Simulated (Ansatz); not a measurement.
SiO2, response to strain

Consider SiO2 in the rutile structure (space group P4_2/mnm, No. 136; a = 4.236 Å, c = 2.690 Å). Axes: x, y, z lie along a, b, c of the conventional cell.

Strains are applied to the cell and any free atomic positions relax; under biaxial strain the out-of-plane vector relaxes too.

Computed with PBE in Ansatz (plane waves to 420 eV, PAW, spin-orbit coupling left out), earlier PAW set.

| biaxial strain, plane normal [001], relaxed out of plane (%) | band gap (eV) |
|---|---|
| 0 | 5.05 |
| 1.06 | 4.90 |
| 1.25 | ? |
| 4.78 | 4.51 |

**Question.** Fit E_g = E₀ + Dε (ε in %) to the rows shown and predict the withheld row.

**Answer.** Least squares on the printed values gives E₀ = 5.04 eV, D = -111 meV per % of strain (largest residual 0.02 eV); this predicts 4.90 eV, and the run gives 4.88 eV, 0.02 lower.

Whether these cells are dynamically stable was not tested.

Ansatz is an electronic-structure program.
